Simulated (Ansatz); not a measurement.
Consider Al in the fcc (Cu type) structure (space group Fm-3m, No. 225; a = 4.015 Å; relaxed with 0.1 eV smearing). Axes: x, y, z lie along the cube axes.

Calculations: PBEsol, PAW, 420 eV (Ansatz, a quantum-chemistry and plane-wave program; no spin-orbit coupling).

Base values:

| Quantity | Result |
|---|---|
| Shortest interatomic distance | 2.839 Å |
| Pressure | 0.0 GPa |

The change: the cell is compressed by 3.00 % along z with no lateral relaxation, atoms relaxed at fixed cell.

Question: How does this affect the shortest interatomic distance, energy relative to the base and pressure?

Answer: The shortest interatomic distance drops by 0.042 Å, from 2.839 Å to 2.797 Å; the energy goes up by 5.6 meV/atom; the pressure (mean of the normal stresses, compression positive) goes from zero to 2.7 GPa.

The cells carry an imposed strain or load. No phonon test of stability was made.
